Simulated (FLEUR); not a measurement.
Input and output of a self-consistent single point for PtAl2 (Fm-3m, 3 atoms in the cell) (FLEUR).

Method of the run: PBE, all-electron FLAPW (FLEUR), scalar-relativistic valence.

The change in words: lattice scaled by 0.98. Reference geometry:
```xyz
3
Lattice="0.0000 2.9763 2.9763 2.9763 0.0000 2.9763 2.9763 2.9763 0.0000" Properties=species:S:1:pos:R:3 pbc="T T T"
Al     1.4881     1.4881     1.4881
Al     4.4644     4.4644     4.4644
Pt     0.0000     0.0000     0.0000
```

Reference input (self-consistent single point, DFT, PBE, all-electron FLAPW (FLEUR), scalar-relativistic valence): Kmax = 4.6 1/bohr; GmaxXC = 13.8 1/bohr; xcFunctional = pbe; jspins = 1; l_soc = F; mode = hist; fermiSmearingEnergy = 0.00367493 Htr; mesh (inpgen div1-3) = 7 7 7; inpgen gamma flag = false; Gmax = 13.8 1/bohr; numbands = 0; maxIterBroyd = 40. This run's input differs from it in these lines:

```diff
@@ -3,5 +3,5 @@
 &input film=f /
-0.0000000000 2.9762760000 2.9762760000
-2.9762760000 0.0000000000 2.9762760000
-2.9762760000 2.9762760000 -0.0000000000
+-0.0000000000 2.9167500000 2.9167500000
+2.9167500000 -0.0000000000 2.9167500000
+2.9167500000 2.9167500000 0.0000000000
 1.8897261246
@@ -44,5 +44,5 @@
          <bravaisMatrix>
-            <row-1>    0.0000000000000000     5.6243465112199891     5.6243465112199891</row-1>
-            <row-2>    5.6243465112199891     0.0000000000000000     5.6243465112199891</row-2>
-            <row-3>    5.6243465112199891     5.6243465112199891     0.0000000000000000</row-3>
+            <row-1>    0.0000000000000000     5.5118586739270494     5.5118586739270494</row-1>
+            <row-2>    5.5118586739270494     0.0000000000000000     5.5118586739270494</row-2>
+            <row-3>    5.5118586739270494     5.5118586739270494     0.0000000000000000</row-3>
          </bravaisMatrix>
```

The program printed (abridged):

```
 Iteration:     1   Distance:      14.35214912 me/bohr^3
 Iteration:     2   Distance:      12.35394573 me/bohr^3
 Iteration:     3   Distance:       5.45130373 me/bohr^3
 Iteration:     4   Distance:       2.29821235 me/bohr^3
 Iteration:     5   Distance:       0.97514130 me/bohr^3
   [... 6 lines left out ...]
 Iteration:    12   Distance:       0.00180337 me/bohr^3
 Iteration:    13   Distance:       0.00013867 me/bohr^3
 Iteration:    14   Distance:       0.00003078 me/bohr^3
 Iteration:    15   Distance:       0.00000972 me/bohr^3
 Run finished successfully
 Stop message:
   Structural relaxation: Done

[file out, last iteration]
             iter=     16
[...]
          total density-effective poten   -3.3189692441E+04
          total charge density-energy d   -3.9468715795E+02
 Updated energy parameters for spin:           1
[...]
 fermi energy and band-weighting factors:
    0.697413    0.697413

[...]
FERMIE:
          first approx. to ef    (T=0)  :   0.347281 htr   (energy of the highest occ. eigenvalue)
          number of occ. states  (T=0)  :        214
          first approx. to seigv (T=0)  :  -6.678746 htr
          sum of weights of occ. states :  11.005831
          sum of semicore charge        :   0.000000 e
FERHIS:  Fermi-Energy by histogram:
          bandgap                     :   0.002166 htr
   [... lines left out ...]
          charge neutrality (T=0)     :   0.011662    (zero if the highest occ. eigenvalue is "entirely" occupied)
     EF_NEWTON:  Adjust Fermi-Energy by Newton-Method.
 Direct bandgap for spin            1 :    2.7853295358393149E-002  Htr
 ---->    free energy=                    -18932.4646641991 htr
   [... lines left out ...]
      extrapolation for T->0
 ---->    total electron energy=          -18932.4638018048 htr
 ***** TOTAL FORCES ON ATOMS *****
 TOTAL FORCE FOR ATOM TYPE=  1  X=  2.756   Y=  2.756   Z=  2.756
                       FX_TOT= 0.000000 FY_TOT= 0.000000 FZ_TOT= 0.000000
 TOTAL FORCE FOR ATOM TYPE=  2  X=  0.000   Y=  0.000   Z=  0.000
                       FX_TOT= 0.000000 FY_TOT= 0.000000 FZ_TOT= 0.000000
 Structural relaxation: Done
```

The run converged in 15 iterations. FLEUR gives forces in its relaxation mode, with a further iteration, so its stop message speaks of a relaxation. Against the reference run the free energy rises by 27.1 meV/atom.

The starting cell has typed, rounded lattice constants, without a prior relaxation at this level. Its lattice was rescaled by a random factor within 2.5 % of one. For this run, on top of that: lattice scaled by 0.98. Spin-orbit coupling is off. Spin polarisation is off. Values depend on the basis (sphere radii, cutoffs, local orbitals), which need not be converged. The log's line on a gap gives a spacing of levels on this mesh, which the program prints for metals too.

Cost on one core of a shared machine: roughly 80 s.
